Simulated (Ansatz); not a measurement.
Effect of uniaxial strain ε_zz = +0.50 % on SnTe

Base system: SnTe in the rock salt structure (space group Fm-3m, No. 225; a = 6.370 Å). Axes: x, y, z lie along the cube axes.

Now apply this change: the cell is stretched by 0.50 % along z with no lateral relaxation; the atoms relax in the strained cell.

All numbers come from r2SCAN/PAW in Ansatz (a quantum-chemistry and plane-wave program), no spin-orbit coupling. Settings: 13×13×13 k-points, 0.05 eV Fermi–Dirac smearing.

The volume per atom increases by 0.162 Å³ (32.30 Å³ → 32.47 Å³) and the space group becomes I4/mmm (No. 139) (base: Fm-3m (No. 225)). The shortest interatomic distance is still 3.185 Å and the energy goes up by 0.3 meV/atom. The pressure (mean of the normal stresses, compression positive) goes from zero to -0.21 GPa and the band gap grows by 0.01 eV, from 0.13 eV to 0.14 eV. The gap character comes out as direct at N and the stress (xx, yy, zz, yz, xz, xy; compression positive) comes out as (-0.02, -0.02, -0.61, 0.00, 0.00, 0.00) GPa.

Spin-orbit coupling, missing from the scalar runs, can matter with Te. Stability against distortions was not tested. A zero or small gap of SnTe can be the functional's error rather than a property of the material. Labels are those of the standard path for the cell's own space group.
